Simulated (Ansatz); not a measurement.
C (diamond, Fd-3m); conventional cell a = b = c = 3.519 Å, α = β = γ = 90.00°.

The pressure is 5 GPa. The structure is held there; whether it is the stable one at that pressure was not tested.

Question: By how much do the lattice constants and the volume change from 300 K to 575 K (quasi-harmonic lattice dynamics, LDA density-functional theory in Ansatz (plane waves, PAW)), and how far does the bulk modulus soften?

Answer: a by 0.05 %, the volume by 0.16 %; B_T goes from 474 to 470 GPa. No phase change or melting is allowed for: the numbers belong to this structure as given.

Ansatz is an electronic-structure program.
